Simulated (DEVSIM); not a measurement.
illuminated GaAs p-on-n cell, one wavelength

Structure: illuminated GaAs p-on-n cell, one wavelength, at 250 K.

| layer (left to right) | material | thickness (μm) | Nd (cm⁻³) | Na (cm⁻³) | τn (s) | τp (s) | absorption coefficient (cm⁻¹) |
|---|---|---|---|---|---|---|---|
| 1 | GaAs | 0.410 | - | 5.7e17 | 3.4e-10 | 1.2e-11 | 6000 |
| 2 | GaAs | 1.80 | 9.2e16 | - | 5.9e-10 | 5.9e-10 | 6000 |

Left contact: ohmic, minority electron recombination velocity 3000 cm/s. Right contact: ohmic, minority hole recombination velocity 1e5 cm/s. Voltage is applied to the left contact. Recombination: SRH at mid-gap, radiative, Auger. Light enters at the left, 2.7e16 photons cm⁻² s⁻¹, one pass, no reflection. Mobility is constant in doping.

Constants are typed, rounded textbook-type inputs, not results; the design itself was drawn at random and stands for no fabricated device. Values at 300 K; Nc and Nv go as T^1.5, mobilities as T to minus their exponent, the gap by Varshni's rule with the affinity fixed.

```tsv
parameter	GaAs
gap (eV)	1.424
affinity (eV)	4.07
permittivity	12.9
Nc (cm⁻³)	4.7e17
Nv (cm⁻³)	9e18
μn (cm²/Vs)	8500
μp (cm²/Vs)	400
T exponent of μn	2.1
T exponent of μp	2.2
B (cm³/s)	2e-10
Cn (cm⁶/s)	1e-30
Cp (cm⁶/s)	1e-30
Varshni α (eV/K)	0.000541
Varshni β (K)	204
```

DEVSIM, 1D drift-diffusion, Boltzmann statistics, complete ionisation; no tunnelling, impact ionisation, image-force lowering or self-heating.

The potential step across the device at zero bias comes out as 1.363 V, the largest field in the device at zero bias comes out as 170000 V/cm and the dark forward voltage at 1 A/cm² is 1.146 V. The dark forward voltage at 100 A/cm² is 1.255 V, the short-circuit current is 2.22 mA/cm² and the open-circuit voltage is 0.947 V. The fill factor is 0.81 and the largest power is 1.70 mW/cm². The share of generated pairs collected at short circuit is 0.700.

Dark reverse current:

| V (V) | J (A/cm²) |
|---|---|
| -0.04 | -2.7e-13 |
| -0.10 | -5.5e-13 |
| -0.20 | -9.4e-13 |
| -0.30 | -1.3e-12 |
| -0.40 | -1.7e-12 |
| -0.60 | -2.3e-12 |
| -0.80 | -2.9e-12 |
| -1.00 | -3.5e-12 |
| -1.30 | -4.3e-12 |
| -1.60 | -5.0e-12 |
| -2.00 | -5.9e-12 |

Small-signal capacitance in reverse bias (quasi-static):

```json
[
 {"V (V)": "-0.04", "C (nF/cm²)": "73.0"},
 {"V (V)": "-0.1", "C (nF/cm²)": "71.4"},
 {"V (V)": "-0.2", "C (nF/cm²)": "69.0"},
 {"V (V)": "-0.3", "C (nF/cm²)": "66.9"},
 {"V (V)": "-0.4", "C (nF/cm²)": "64.9"},
 {"V (V)": "-0.6", "C (nF/cm²)": "61.4"},
 {"V (V)": "-0.8", "C (nF/cm²)": "58.5"},
 {"V (V)": "-1", "C (nF/cm²)": "55.9"},
 {"V (V)": "-1.3", "C (nF/cm²)": "52.6"},
 {"V (V)": "-1.6", "C (nF/cm²)": "49.8"},
 {"V (V)": "-2", "C (nF/cm²)": "46.7"}
]
```
